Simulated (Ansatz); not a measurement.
Space group P6₃/mmc (No. 194); a = 2.755 Å, b = 2.755 Å, c = 4.344 Å, α = 90.00°, β = 90.00°, γ = 120.00°

| atom | site | symmetry | x | y | z |
|---|---|---|---|---|---|
| Os | 2c | -6m2 | 0.3333 | 0.6667 | 0.2500 |

Os (P6_3/mmc), PBE, DFPT electron-phonon coupling, linearised Boltzmann equation (plane waves, PAW, scalar-relativistic; Ansatz, a first-principles code): the phonon-limited resistivity at 300 K is 8.95 μΩ·cm (x, the basal plane), 8.95 μΩ·cm (y, the basal plane), 5.89 μΩ·cm (z, c). Third figures are kept for the arithmetic.

Problem. How anisotropic is it, and between which bounds lies a dense polycrystal with random grains and no boundary scattering?

Solution. Largest over smallest: 1.52. Upper bound, grains in series: (8.95 + 8.95 + 5.89)/3 = 7.9 μΩ·cm. Lower bound, grains side by side: 3/Σ(1/ρ) = 7.6 μΩ·cm. The best single-crystal direction lies 23 % under the lower bound.

A metal at this level (no band gap). Only scattering by harmonic phonons is included (no impurities, grain boundaries, electron-electron scattering or thermal expansion). Spin-orbit coupling is left out, which matters with elements this heavy. Halving the electron mesh (36x36x20) moves the resistivity by up to 1 % at 300 K, the mean free path by up to 1 %. Smearing 0.20 eV; phonons on a 6x6x3 q mesh, which this run doesn't test.
